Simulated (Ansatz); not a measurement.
Base system: YN in the rock salt structure (space group Fm-3m, No. 225; a = 4.896 Å). Axes: x, y, z lie along the cube axes.

Level of theory: r2SCAN, PAW, 500 eV (Ansatz, a quantum-chemistry and plane-wave program; no SOC).

For the base:

The valley order is X along ⟨100⟩ 0.58 eV and the valence-band top at Γ is 0.00, 0.00, 0.00 eV.

Now apply this change: compressive biaxial strain of 3.00 % in the plane normal to [001], as in epitaxy on a mismatched substrate; the out-of-plane cell vector and the atoms relax.

Problem. What does the calculation give for the energy relative to the base after the change?

Solution. The energy grows by 35 meV/atom.

Problem. Estimate the effect on the valley order.

Solution. The valley order (the lowest conduction-band minima on the path, energy above the VBM, named in the base's zone) goes from X along ⟨100⟩ 0.58 eV to X along [100] 0.39 eV; X along [001] 0.52 eV.

Problem. Predict the new valence-band top at Γ.

Solution. The valence-band top at Γ (three highest levels, from the VBM) goes from 0.00, 0.00, 0.00 eV to 0.00, 0.00, -0.22 eV.

The levels and masses belong to the bands next to the band gap. Stability against distortions was not tested.
